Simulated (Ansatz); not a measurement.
Consider PtTe₂ (space group P-3m1, No. 164; layered; relaxed with 0.1 eV smearing).

```xyz
3
Lattice="4.0090 0.0000 0.0000 -2.0045 3.4719 0.0000 0.0000 0.0000 4.9600" Properties=species:S:1:pos:R:3 pbc="T T T"
Te     0.0000     2.3146     1.3413
Te     2.0045     1.1573     3.6187
Pt     0.0000     0.0000     0.0000
```

Calculations: DFT with PBEsol-D3(BJ), PAW potentials and a 420 eV plane-wave cutoff in Ansatz (an electronic-structure program), no SOC.

Strains are applied to the cell and any free atomic positions relax.

One change was made to it. Results:

```csv
quantity,base,after
"pressure (mean of the normal stresses, compression positive)",0.0 GPa,4.8 GPa
largest internal atomic displacement,–,0.029 Å
energy relative to the base (free energy F),0 meV/atom,+14 meV/atom
```

Question: Which change produced these results?
A) isotropic strain −1.00 %
B) isotropic strain −2.00 %
C) isotropic strain −2.50 %
D) isotropic strain +2.50 %
E) isotropic strain −1.50 %

Answer: E, isotropic strain −1.50 %. For comparison, the energy relative to the base in the other runs: isotropic strain −2.50 % gives +42 meV/atom; isotropic strain −1.00 % gives +6.3 meV/atom; isotropic strain +2.50 % gives +33 meV/atom; isotropic strain −2.00 % gives +26 meV/atom.

No phonon test of stability was made. The final runs are not spin-polarised.
